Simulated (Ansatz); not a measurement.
Data:

```xyz
6
Lattice="4.2647 0.0000 0.0000 0.0000 4.2647 0.0000 0.0000 0.0000 2.7195" Properties=species:S:1:pos:R:3 pbc="T T T"
Si     0.0000     0.0000     0.0000
Si     2.1324     2.1324     1.3598
O      1.3147     1.3147     0.0000
O      3.4471     0.8176     1.3598
O      0.8176     3.4471     1.3598
O      2.9500     2.9500     0.0000
```

No spin polarisation.

Calculations: DFT with r2SCAN, PAW potentials and a 500 eV plane-wave cutoff in Ansatz (a quantum-chemistry and plane-wave program), no spin-orbit coupling. Settings: 8×8×12 k-points, 0.05 eV Fermi–Dirac smearing.

Problem. Estimate the pressure (mean of the normal stresses, compression positive).

Solution. -15.82 GPa.

Problem. What is the computed electron mass?

Solution. 0.34 mₑ along c, 0.43 mₑ across (at Γ).

Problem. Predict the gap character.

Solution. Direct at Γ.

Problem. Estimate the band gap.

Solution. 5.58 eV.

The cells carry an imposed strain or load. Effective masses come from finite differences of ±0.01 Å⁻¹. No phonon test of stability was made. The cell was made from SiO₂ in the rutile structure (space group P4_2/mnm, No. 136) by this change: isotropic strain +1.90 %.
